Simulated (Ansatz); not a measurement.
System: AlGe₂N (model structure, started from the BC2N type, R3m, No. 160, 4 atoms in the cell). Method: LDA (Ansatz, a quantum-chemistry and plane-wave program, PAW).

Settings: plane-wave cutoff 520 eV, 18×18×18 k mesh, Fermi–Dirac smearing 0.05 eV, scalar-relativistic PAW data made under PBE.

Cell (relaxed at this level):

```
AlGe2N
1.0
    1.76168     1.01711     6.13814
   -1.76168     1.01711     6.13814
    0.00000    -2.03422     6.13814
Al N Ge
1 1 2
Direct
  0.02357   0.02357   0.02357
  0.12494   0.12494   0.12494
  0.48443   0.48443   0.48443
  0.61709   0.61709   0.61709
```

Q: Estimate the bulk modulus B0 that the calculation returns.

A: 
bulk modulus B0: 78.1 GPa

The run finds no gap.

Note: the bulk modulus is −V dP/dV from two relaxed cells at ±2 % in volume; the relaxation could raise the start's symmetry but not lower it, so the cell can be a saddle point.

Cost on a shared machine: around 17 core-minutes (rough).

A model structure was made by putting elements into a prototype or built by hand; it is no filed structure, need not be a known phase, and can be a saddle point held by its symmetry.
